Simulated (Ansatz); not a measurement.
The starting structures come from a database of crystals and need not be the phases stable at ambient conditions.

The decay constant κ of evanescent states in the gap governs leakage through a thin film.

```
CELL_PARAMETERS angstrom
      4.08526     0.00000     0.00000
      0.00000    17.02969     0.00000
      0.00000    -2.64110     6.16455
ATOMIC_POSITIONS crystal
  La 0.00000 0.84417 0.11666
  La 0.00000 0.15583 0.88334
  La 0.50000 0.65583 0.42832
  La 0.50000 0.34417 0.57168
  La 0.50000 0.93517 0.65568
  La 0.50000 0.06483 0.34432
  La 0.00000 0.56483 0.78534
  La 0.00000 0.43517 0.21466
  S  0.50000 0.70134 0.91466
  S  0.50000 0.29866 0.08534
  S  0.00000 0.79866 0.51198
  S  0.00000 0.20134 0.48802
  S  0.00000 0.00000 0.00000
  S  0.50000 0.50000 0.00000
  N  0.00000 0.58324 0.45669
  N  0.00000 0.41676 0.54331
  N  0.50000 0.91676 0.29021
  N  0.50000 0.08324 0.70979
```

Space group of this cell: Pnnm. The cell is taken as given.

Transport runs along the normal of the first two printed cell vectors.

No gap correction and no spin-orbit coupling; mid-gap values are interpolated between computed energies.

**Question.** Give the band gap and the smallest decay constant κ at mid-gap that r2SCAN run with Ansatz (a first-principles code) yields.

**Answer.** Gap 1.42 eV on a 8×6×6 mesh; κ = 0.250 1/Å, at the zone centre.
